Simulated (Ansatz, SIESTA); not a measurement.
# Code comparison for LaGe2Pd2 (I4/mmm, 5 atoms in the cell)

Self-consistent single point.

```yaml
crystal:
  lattice:
    - [-2.19478, 2.19478, 5.05204]
    - [2.19478, -2.19478, 5.05204]
    - [2.19478, 2.19478, -5.05204]
  atoms:
    - { symbol: La, position: [0.00000, 0.00000, 0.00000] }
    - { symbol: Ge, position: [0.62413, 0.62413, 0.00000] }
    - { symbol: Ge, position: [0.37587, 0.37587, 0.00000] }
    - { symbol: Pd, position: [0.25000, 0.75000, 0.50000] }
    - { symbol: Pd, position: [0.75000, 0.25000, 0.50000] }
```

Shared settings, as Ansatz (a quantum-chemistry and plane-wave program) writes them: kpoints.mp_grid.grid = 6 6 6; scf.occupations.method = fermi_dirac; scf.occupations.width = 0.1 eV. Potentials and cutoffs stand in the table.

```
code                                                                                                                            model  pressure (GPa)  largest force (eV/Å)       cutoff
------  -----------------------------------------------------------------------------------------------------------------------------  --------------  --------------------  -----------
Ansatz                                                                                                PBEsol, PAW files made with PBE           -3.10                 0.164      default
SIESTA  GGA PBEsol, numerical atomic orbitals DZP, PseudoDojo PBEsol standard norm-conserving potentials (rewritten from UPF to PSML)           -1.93                 0.257  grid 400 Ry
```

On Ansatz's run: spin polarisation is off.

The spread over the programs that give each value: pressure within 1.17 GPa; largest force within 0.093 eV/Å.

SIESTA uses small atom-centred bases, whose incompleteness enters pressures, forces and empty levels differently from a plane-wave cutoff. Ansatz's pressure is given at a fixed set of plane waves, as the other plane-wave codes print theirs; with its correction for the finite basis it is -3.06 GPa.

On the base mesh (7 7 7) the same programs gave: Ansatz pressure -3.04 GPa; SIESTA pressure -1.86 GPa.

The starting cell comes from a database of computed structures (which also holds hypothetical and non-ambient phases and stackings), without a prior relaxation at this level.

Left out of this page: FLEUR (with a known weakness of the program).

Keys are those of Ansatz 0.2.
